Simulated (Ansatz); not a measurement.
## How far PBE and PBEsol part for HfSi2, pressure −2 GPa

Start from HfSi2 (space group Cmcm, No. 63; a = 3.6828 Å, b = 14.5980 Å, c = 3.6582 Å).

(Cell as relaxed with PBE.)

Levels (all Ansatz, a program for electronic structure, PAW): PBE (420 eV, spin-orbit coupling left out); PBEsol (420 eV, no SOC).

Each level relaxes its own structure.

| base | PBE | PBEsol |
|---|---|---|
| volume per atom | 16.39 Å³ | 15.87 Å³ |
| band gap | zero | zero |

It is then changed as follows: a negative pressure, −2 GPa.

```csv
quantity,PBE,PBEsol
volume per atom,16.66 Å³,16.11 Å³
band gap,zero,zero
```

PBE's volume per atom lies 0.55 Å³ above PBEsol's (3.4 %); the two agree on the band gap. Neither level is exact; PBEsol is the comparison here, not a measurement.

Load acts through the strain it causes; cell and atoms are relaxed under it. No phonon test of stability was made. All final runs are without spin polarisation.
